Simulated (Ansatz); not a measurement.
# ZnO: band gap against strain

ZnO (wurtzite, P6_3mc, 11.778 Å³/atom at rest, c along z) under a strain ε along c (axis z), the other axes held. PBEsol in Ansatz, a plane-wave DFT program (PAW, default set), 420 eV, 12×12×7 Γ-centred mesh, Fermi-Dirac smearing 0.05 eV; ions are relaxed within the symmetry of each cell. Gaps are the smallest over the k-mesh and a band path, without spin-orbit coupling; in all rows the valence edge lies at Γ and the conduction edge at Γ.

Here s stands for strain and Eg for gap.

```csv
strain (%),gap (eV)
0.00,0.704
0.60,0.688
1.20,0.671
1.80,0.654
3.00,?
```

The 4 complete rows are fitted with a straight line, Eg against s. Means: s 0.90000, Eg 0.6792. About the means, the sum of products is -0.050100 and the sum of squares of s is 1.8000; the slope is their ratio. Least squares gives Eg = 0.7043 - 0.02783·s. Residuals (row less fit): -0.0003, 0.0004, 0.0001, -0.0002; standard error 0.0004 (degrees of freedom: 2). Over these rows the gap moves by -2.8 ± 0.03 eV per unit strain.

Question: Predict the withheld Eg at s = 3.00 from the fit, and compare with the calculation.

Answer: Eg = 0.7043 - 0.02783 × 3.0 = 0.6208 eV. The calculation gives 0.618 eV, 0.0028 eV below the prediction (3.3 % of the range of Eg in the table). The row lies outside the fitted rows, so this is an extrapolation. The fitted rows scatter only by rounding.

Rows are the converged runs of the series near zero and its far end; series whose fitted rows scatter by over a few per cent of the range, as at a crossing or softening among them, aren't shown in this form. Most that stay on the fit to the last digits aren't either.
